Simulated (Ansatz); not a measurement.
Reference: CuI (P4/nmm), PBEsol+D3BJ, rigid bands (plane waves, PAW, scalar-relativistic; Ansatz, a quantum-chemistry and plane-wave program); axes and stresses refer to this cell.

```yaml
crystal:
  lattice:
    - [3.93308, 0.00000, 0.00000]
    - [0.00000, 3.93308, 0.00000]
    - [0.00000, 0.00000, 5.98051]
  atoms:
    - { symbol: Cu, position: [0.50000, 0.50000, 0.00000] }
    - { symbol: Cu, position: [0.00000, 0.00000, 0.00000] }
    - { symbol: I, position: [0.50000, 0.00000, 0.28474] }
    - { symbol: I, position: [0.00000, 0.50000, 0.71526] }
```

The electron mass along z comes out as 0.24 mₑ and the Seebeck coefficient, n-type 1e19 cm⁻³ comes out as -112 μV/K. The electron mass along x is 0.178 mₑ.

Problem. Change: spin-orbit coupling switched on. What happens to electron mass along z, Seebeck coefficient, n-type 1e19 cm⁻³, electron mass along x?

Solution. electron mass along z moves little, to 0.24 mₑ; Seebeck coefficient, n-type 1e19 cm⁻³ moves little, to -111 μV/K; electron mass along x moves little, to 0.174 mₑ.

Masses are for dilute carriers at 300 K, harmonic means over directions unless an axis is named. Seebeck coefficients are for the stated density at 300 K, with one relaxation time for all states and whether or not that doping can be reached. Spin-orbit coupling is left out unless a row names it; without it the gap and masses of crystals with these elements can be far off. 

Computed structure with no diffraction record at hand here (it may be known, metastable or hypothetical): CuI (P4/nmm). PBEsol with a dispersion correction tends to overbind, so the cell can be several per cent short, in bad cases over ten, which usually narrows a gap: CuI (P4/nmm).
